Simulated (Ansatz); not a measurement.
For A15 Nb₃Sn (cubic form, which distorts at low temperature), PBE (plane waves, PAW; Ansatz, a program for electronic structure) gives:

```
Property              Value
------------------  -------
lattice constant a  5.319 Å
bulk modulus        162 GPa
```

Question: What does r²SCAN+SOC (PAW; Ansatz) give for the same quantities?

Answer: 
- lattice constant a: 5.304 Å (falls by 0.3 %)
- bulk modulus: 170 GPa (grows by 4.9 %)

For comparison: lattice constant a 5.289 Å (measured, temperature not stated, not corrected to a static lattice; as tabulated in Priinits et al. (2024), arXiv:2406.00817); bulk modulus 165 GPa (measured, 4 K, no zero-point or thermal correction; as tabulated in Lu and Klein (1997), arXiv:cond-mat/9704251).

Changes are worked out from the printed values.

Unless a cell is named, each level is at its own relaxed cell (PBE 18.81, r²SCAN+SOC 18.65 Å³/atom).

Caveats: symmetry holds this phase in the static calculation, where it need not be a minimum (PBE, r²SCAN+SOC). Ansatz's density-functional and Hartree–Fock values are scalar-relativistic unless marked +SOC, with PAW data made under PBE.
